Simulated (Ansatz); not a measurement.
# MnP-type NiSi (1 0 0) on Si0.875Ge0.125, ordered (0 0 1), P on 6 of 6 substrate sites at each interface (film strained to the substrate, started from cuts of the bulks and a machine-learned relaxation; slabs Ge6Si36P12 and Ni30Si40, which can lie off the formulas)

A periodic stack without vacuum, MnP-type NiSi (1 0 0) on Si0.875Ge0.125, ordered (0 0 1), P on 6 of 6 substrate sites at each interface (film strained to the substrate, started from cuts of the bulks and a machine-learned relaxation; slabs Ge6Si36P12 and Ni30Si40, which can lie off the formulas): substrate slab Ge6Si36P12, film Ni30Si40, surface cells [[0, -1], [3, -1]] and [[0, -1], [5, -1]], film strained by -2.1 and -1.9 %, outermost planes Si/Si and Si/Si as cut, which need not be the usual terminations and can put a slab off its formula.

The start was prepared with a machine-learned potential, and the result is one local minimum, with the in-plane cell held and forces under 0.04 eV/Å; the film can end far from its bulk form.

Computed with PBE (plane waves to 420 eV, PAW; Ansatz, a quantum-chemistry and plane-wave program). Spin–orbit coupling is left out; the runs are not spin-polarised; PBE gaps are too small against experiment. Its k-point mesh 5×2×1, Fermi–Dirac width 0.05 eV.

* **interface area**: 90.8 Å²
* **period**: 22.23 Å
* **heights between the nearest atoms of the two slabs at the two interfaces**: 1.27 and 0.91 Å
* **P–Si contacts across the interfaces within 1.22 times the sum of covalent radii**: 22, mean 2.37 Å
* **Si–Si contacts across the interfaces within 1.22 times the sum of covalent radii**: 3, mean 2.61 Å
* **Ni–P contacts across the interfaces within 1.22 times the sum of covalent radii**: 1, mean 2.52 Å

```
CELL_PARAMETERS angstrom
      5.50028    -0.00003    -0.02891
      5.49975    16.50067    -0.13485
     -1.50318     3.98469    22.21556
ATOMIC_POSITIONS crystal
  Ge 0.08161 0.93475 0.15325
  Ge 0.68689 0.26828 0.14013
  Ge 0.40013 0.60218 0.16183
  Si 0.39200 0.11330 0.14045
  Si 0.04079 0.44271 0.15821
  Si 0.74490 0.76497 0.15835
  Si 0.75084 0.01545 0.20591
  Si 0.42061 0.34099 0.21214
  Si 0.09914 0.67176 0.22314
  Si 0.08653 0.18080 0.20510
  Si 0.77179 0.50670 0.22511
  Si 0.44754 0.83800 0.21750
  P  0.56644 0.95569 0.03579
  P  0.16593 0.33868 0.05023
  P  0.83035 0.63846 0.03424
  P  0.87529 0.11433 0.02077
  P  0.47021 0.48611 0.03133
  P  0.19685 0.79886 0.03406
  Si 0.23052 0.02735 0.08689
  Si 0.80840 0.38330 0.09709
  Si 0.54012 0.69675 0.09869
  Si 0.46266 0.20459 0.05556
  Si 0.18313 0.53929 0.09774
  Si 0.89775 0.85621 0.09736
  Ge 0.18802 0.88772 0.39591
  Ge 0.85461 0.21090 0.39501
  Ge 0.56146 0.54033 0.41198
  Si 0.51405 0.04926 0.39513
  Si 0.17084 0.38331 0.40603
  Si 0.86487 0.72372 0.39289
  Si 0.87062 0.95254 0.45818
  Si 0.53957 0.27860 0.45490
  Si 0.23598 0.63713 0.45542
  Si 0.22842 0.11616 0.46077
  Si 0.93251 0.44129 0.48602
  Si 0.57147 0.79070 0.45432
  Si 0.62939 0.91755 0.27109
  Si 0.28113 0.24558 0.27357
  Si 0.97507 0.57443 0.28572
  Si 0.95552 0.08190 0.26688
  Si 0.61544 0.40840 0.27849
  Si 0.31133 0.74147 0.27952
  Si 0.31496 0.98611 0.33038
  Si 0.98794 0.31495 0.33811
  Si 0.67052 0.64357 0.34394
  Si 0.65437 0.14375 0.33074
  Si 0.33744 0.47467 0.34658
  Si 0.99222 0.81957 0.33151
  P  0.78790 0.84333 0.51964
  P  0.43561 0.18192 0.52071
  P  0.07239 0.56020 0.51813
  P  0.03807 0.02897 0.51216
  P  0.80725 0.32164 0.51040
  P  0.46043 0.69590 0.51535
  Ni 0.63055 0.19140 0.78238
  Ni 0.42868 0.39617 0.77163
  Ni 0.22790 0.59119 0.75665
  Ni 0.01769 0.79851 0.76711
  Ni 0.82330 0.00021 0.78657
  Ni 0.71031 0.20484 0.66257
  Ni 0.50468 0.40729 0.65512
  Ni 0.25632 0.63184 0.64348
  Ni 0.08181 0.83399 0.65503
  Ni 0.88125 0.03949 0.66844
  Ni 0.17163 0.12609 0.65217
  Ni 0.98144 0.30499 0.66269
  Ni 0.79952 0.49939 0.64432
  Ni 0.54876 0.73009 0.65039
  Ni 0.35587 0.93334 0.66670
  Ni 0.36304 0.09556 0.79545
  Ni 0.16103 0.28963 0.78403
  Ni 0.96141 0.49293 0.76387
  Ni 0.75167 0.69234 0.76542
  Ni 0.55037 0.89710 0.78357
  Si 0.00768 0.19604 0.74168
  Si 0.81320 0.39648 0.73077
  Si 0.60553 0.60111 0.71543
  Si 0.40366 0.80933 0.73175
  Si 0.20136 0.01402 0.74444
  Si 0.29378 0.23497 0.60675
  Si 0.12413 0.39665 0.60001
  Si 0.84438 0.62156 0.59548
  Si 0.65262 0.84980 0.61626
  Si 0.50004 0.03081 0.61357
  Si 0.54183 0.11397 0.70985
  Si 0.39470 0.30098 0.70597
  Si 0.18458 0.50960 0.68383
  Si 0.96253 0.72043 0.68782
  Si 0.77728 0.92472 0.70682
  Si 0.84912 0.12980 0.57791
  Si 0.60366 0.31925 0.59138
  Si 0.41902 0.52704 0.58893
  Si 0.18373 0.75232 0.57984
  Si 0.97995 0.95878 0.59857
  Ni 0.82752 0.17398 0.91077
  Ni 0.60198 0.38100 0.89292
  Ni 0.40292 0.57090 0.87861
  Ni 0.21215 0.75451 0.87850
  Ni 0.01779 0.96029 0.90357
  Ni 0.30234 0.07364 0.90986
  Ni 0.08846 0.27558 0.89654
  Ni 0.87332 0.48452 0.89955
  Ni 0.68891 0.65489 0.87986
  Ni 0.50222 0.85545 0.89726
  Si 0.19567 0.16524 0.97646
  Si 0.95750 0.36278 0.95948
  Si 0.67627 0.56396 0.96897
  Si 0.53338 0.73164 0.95292
  Si 0.33084 0.89911 0.97980
  Si 0.42990 0.17888 0.86686
  Si 0.18581 0.38789 0.85042
  Si 0.00829 0.57456 0.83562
  Si 0.79200 0.76752 0.84423
  Si 0.59087 0.97570 0.86482
  Si 0.71705 0.04006 0.95853
  Si 0.48655 0.27441 0.94499
  Si 0.29134 0.47042 0.93664
  Si 0.08884 0.64595 0.93049
  Si 0.93183 0.83656 0.93236
  Si 0.98459 0.08593 0.83561
  Si 0.77270 0.28587 0.82298
  Si 0.59887 0.48796 0.80957
  Si 0.37204 0.68178 0.80037
  Si 0.17095 0.88458 0.81954
```
